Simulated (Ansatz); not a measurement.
The starting structures come from a database of crystals and need not be the phases stable at ambient conditions.

Where the default PAW files enter, the runs use the earlier of Ansatz's two default sets.

# Evanescent states of GaS (P6_3/mmc, not sure to be the ambient phase, 8 atoms a cell, 21.6 Å³ an atom) along the normal of (001)

All values below come from PBEsol (plane waves, PAW; Ansatz, an electronic-structure program).

The gap is the functional's own. No spin-orbit coupling. Mid-gap values are those at the computed energy nearest the middle.

Energies count from the valence-band top; κ is the least over a 12×12 mesh across the current.

| E (eV) | κ (1/Å) | where |
|---|---|---|
| 0.04 | 0.040 | Γ |
| 0.14 | 0.068 | Γ |
| 0.23 | 0.085 | Γ |
| 0.32 | 0.098 | Γ |
| 0.41 | 0.107 | Γ |
| 0.49 | 0.114 | Γ |
| 0.58 | 0.120 | Γ |
| 0.68 | 0.123 | Γ |
| 0.77 | 0.125 | Γ |
| 0.85 | 0.126 | Γ |
| 0.94 | 0.124 | Γ |
| 1.03 | 0.121 | Γ |
| 1.12 | 0.116 | Γ |
| 1.22 | 0.108 | Γ |
| 1.30 | 0.096 | Γ |
| 1.40 | 0.080 | Γ |

### Question
How thick must the barrier be to attenuate the transmission by 10^4 when the electrodes' Fermi level lies at 1.12 eV, and what attenuation does that film give at 0.58 eV?

### Answer
d = 4 ln 10 / (2 × 0.116) = 39.7 Å. At 0.58 eV it gives 4 × 0.120/0.116 = 4.1 decades.
